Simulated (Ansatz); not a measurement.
## HfS2: band gap against strain

HfS2 (1T layered, P-3m1, 21.646 Å³/atom at rest, c along z) under an equal strain ε in the (0001) plane with the normal axis free, as in a coherent film. PBE-D3(BJ) in Ansatz, a plane-wave DFT program (PAW, default set), 420 eV, 11×11×6 Γ-centred mesh, Fermi-Dirac smearing 0.05 eV; ions are relaxed within the symmetry of each cell. Gaps are the smallest over the k-mesh and a band path, without spin-orbit coupling; in all rows the valence edge lies at about 0.0 Å⁻¹ from Γ and the conduction edge at about 1.1 Å⁻¹ from Γ.

Here s stands for strain and Eg for gap.

```
strain (%)  gap (eV)
----------  --------
0.00            0.85
0.50            0.88
1.00            0.91
1.50            0.93
3.00               ?
```

Task: Fit Eg against s with a straight line, and predict the withheld value at s = 3.00.

Result: Means: s 0.75000, Eg 0.893. About the means, the sum of products is 0.067500 and the sum of squares of s is 1.2500; the slope is their ratio. Least squares gives Eg = 0.852 + 0.0540·s. Residuals (row less fit): -0.002, 0.001, 0.004, -0.003; standard error 0.004 (degrees of freedom: 2). Over these rows the gap moves by 5.4 ± 0.3 eV per unit strain. At the withheld row, Eg = 0.852 + 0.0540 × 3.0 = 1.014 eV. The calculation gives 1.01 eV, which the fit meets to the printed digits. The row lies outside the fitted rows, so this is an extrapolation. The fitted rows scatter only by rounding.

Spin-orbit coupling is left out, which can shift this property for HfS2. Rows are the converged runs of the series near zero and its far end; series whose fitted rows scatter by over a few per cent of the range, as at a crossing or softening among them, aren't shown in this form. Most that stay on the fit to the last digits aren't either.
